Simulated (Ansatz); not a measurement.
## What biaxial strain −4.37 %, plane normal [001], relaxed out of plane does to MoSi2

Start from MoSi$_{2}$ (space group I4/mmm, No. 139; a = 3.2017 Å, c = 7.8186 Å). Axes: x, y, z lie along a, b, c of the conventional cell.

Perturbation: biaxial strain −4.37 %, plane normal [001], relaxed out of plane (Cartesian); in-plane vectors clamped, the third vector and the atoms free.

Level of theory: r2SCAN (Ansatz, an electronic-structure program), no spin-orbit coupling. k-mesh 14×14×14 (Γ-centred); smearing 0.05 eV (Fermi–Dirac).

| quantity | base | changed | shift |
|---|---|---|---|
| volume per atom | 13.36 Å³ | 12.45 Å³ | -0.91 Å³ |
| space group | I4/mmm (No. 139) | I4/mmm (No. 139) | – |
| energy relative to the base (free energy F) | 0 meV/atom | +87 meV/atom | +87 meV/atom |
| pressure (mean of the normal stresses, compression positive) | 0.0 GPa | 17.0 GPa | +17.0 GPa |
| band gap | zero | zero | – |
| out-of-plane strain (rough) | – | +1.91 % | – |

Cost of the whole job for the changed cell (relaxation, final SCF and bands): roughly 40 core-seconds.

The mesh was chosen for an insulator and is coarse for the gapless case. Without a gap, meshes like the base's 14×14×14 leave anisotropic stresses uncertain by several tenths of a GPa, and small strain energies with them. Stability against distortions was not tested. The final runs are not spin-polarised.
